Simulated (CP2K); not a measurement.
Worked example: self-consistent single point of ZnCu (Pm-3m, 2 atoms in the cell) in CP2K.

Level of theory: PBE, GPW, DZVP-MOLOPT-SR-GTH basis, GTH-PBE potentials (GTH_POTENTIALS) (CP2K).

```
ZnCu
1.0
    2.97400     0.00000     0.00000
    0.00000     2.97400     0.00000
    0.00000     0.00000     2.97400
Zn Cu
1 1
Direct
  0.50000   0.50000   0.50000
  0.00000   0.00000   0.00000
```

Reference input (self-consistent single point, DFT PBE, GPW, DZVP-MOLOPT-SR-GTH basis, GTH-PBE potentials (GTH_POTENTIALS)): CUTOFF = 600 Ry; REL_CUTOFF = 50 Ry; SMEAR/METHOD = GAUSSIAN; SIGMA = 0.1 eV; KPOINTS/SCHEME = MONKHORST-PACK 7 7 7; XC_FUNCTIONAL = PBE; Zn/BASIS_SET = DZVP-MOLOPT-SR-GTH-q12; Zn/POTENTIAL = GTH-PBE-q12; Cu/BASIS_SET = DZVP-MOLOPT-SR-GTH-q11; Cu/POTENTIAL = GTH-PBE-q11; METHOD = GPW; EPS_DEFAULT = 1e-11. This run's input differs from it in these lines:

```diff
@@ -36,3 +36,3 @@
         METHOD GAUSSIAN
-        SIGMA [eV] 0.1
+        SIGMA [eV] 0.3
       &END SMEAR
@@ -40,3 +40,4 @@
     &KPOINTS
-      SCHEME MONKHORST-PACK 7 7 7
+      SCHEME MONKHORST-PACK 8 8 8
+      GAMMA_CENTERED T
     &END KPOINTS
```

Output, abridged:

```
 SCF WAVEFUNCTION OPTIMIZATION

  Step     Update method      Time    Convergence         Total energy    Change
     1 NoMix/Diag. 0.20E+00      -     1.55470392      -108.8020405915 -1.09E+02
     2 Broy./Diag. 0.20E+00      -     0.09969689      -110.3575566998 -1.56E+00
     3 Broy./Diag. 0.20E+00      -     0.03753457      -109.2728593192  1.08E+00
     4 Broy./Diag. 0.20E+00      -     0.01786167      -108.8041762513  4.69E-01
     5 Broy./Diag. 0.20E+00      -     0.00916171      -108.6294708293  1.75E-01
     6 Broy./Diag. 0.20E+00      -     0.00446777      -108.6971724144 -6.77E-02
   [... 3 lines left out ...]
    10 Broy./Diag. 0.20E+00      -     0.00001507      -108.6615464336 -9.63E-04
    11 Broy./Diag. 0.20E+00      -     0.00000672      -108.6616391300 -9.27E-05
    12 Broy./Diag. 0.20E+00      -     0.00000163      -108.6615929423  4.62E-05
    13 Broy./Diag. 0.20E+00      -     0.00000027      -108.6615799383  1.30E-05
  *** SCF run converged in    13 steps ***

  Overlap energy of the core charge distribution:               0.00000000794959
  Self energy of the core charge distribution:               -144.05306736421903
  Core Hamiltonian energy:                                     47.19714155901088
  Hartree energy:                                               4.97331573261254
  Exchange-correlation energy:                                -16.77813010899414
  Smearing free energy correction:                             -0.00083976472174
  Fermi energy:                                                 0.23019943900243

  Total energy:                                              -108.66157993827359
  Total energy (extrapolated to sigma->0):                   -108.66116005591272

                     Mulliken Population Analysis

   [... lines left out ...]

 STRESS| Analytical stress tensor [bar]
 STRESS|                        x                   y                   z
 STRESS|      x        5.63174126120E+03   1.96003117629E-04   1.95999401024E-04
 STRESS|      y        1.96003117629E-04   5.63173986817E+03   1.96009113376E-04
 STRESS|      z        1.95999401024E-04   1.96009113376E-04   5.63170250867E+03
 STRESS| 1/3 Trace                                             5.63172787935E+03
```

The run converged in 13 iterations. Against the reference run the free energy falls by 2.5 meV/atom and the pressure goes from 0.29 to 0.56 GPa.

The starting cell comes from a database of computed structures (which also holds hypothetical and non-ambient phases and stackings), without a prior relaxation at this level. Its lattice was rescaled by a random factor within 2.5 % of one. Spin polarisation is off. Values carry the incompleteness of an atom-centred basis.

Cost on one core of a shared machine: roughly 2 min.
